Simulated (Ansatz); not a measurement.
The starting structures come from a database of crystals and need not be the phases stable at ambient conditions.

 Where the default PAW files enter, the runs use the earlier of Ansatz's two default sets.

Inside the gap of an insulator the Bloch states are evanescent, with a wavenumber k + iκ along the transport direction.

Consider the following.

```yaml
crystal:
  lattice:
    - [5.29515, 0.00000, 0.00000]
    - [0.54014, 6.26191, 0.00000]
    - [2.63786, -0.22754, 4.57446]
  atoms:
    - { symbol: Na, position: [0.00000, 0.00000, 0.00000] }
    - { symbol: Na, position: [0.00000, 0.50000, 0.00000] }
    - { symbol: Na, position: [0.34758, 0.22867, 0.32621] }
    - { symbol: Na, position: [0.65242, 0.77133, 0.67379] }
    - { symbol: C, position: [0.33932, 0.75481, 0.33034] }
    - { symbol: C, position: [0.66068, 0.24519, 0.66966] }
    - { symbol: O, position: [0.20224, 0.73963, 0.18550] }
    - { symbol: O, position: [0.79776, 0.26037, 0.81450] }
    - { symbol: O, position: [0.79776, 0.26037, 0.38774] }
    - { symbol: O, position: [0.20224, 0.73963, 0.61226] }
    - { symbol: O, position: [0.61504, 0.78833, 0.19248] }
    - { symbol: O, position: [0.38496, 0.21167, 0.80752] }
```

Space group of this cell: C2/m. The cell is taken as given; by r2SCAN its mean pressure is -4.3 GPa.

Transport runs along the normal of the first two printed cell vectors.

The gap is the functional's own. No spin-orbit coupling. Mid-gap values are interpolated on the energy grid.

Predict the band gap and the smallest decay constant κ at mid-gap from r2SCAN (Ansatz, a first-principles code).

Gap 3.99 eV on a 8×6×8 mesh; κ = 0.458 1/Å, at the zone centre.
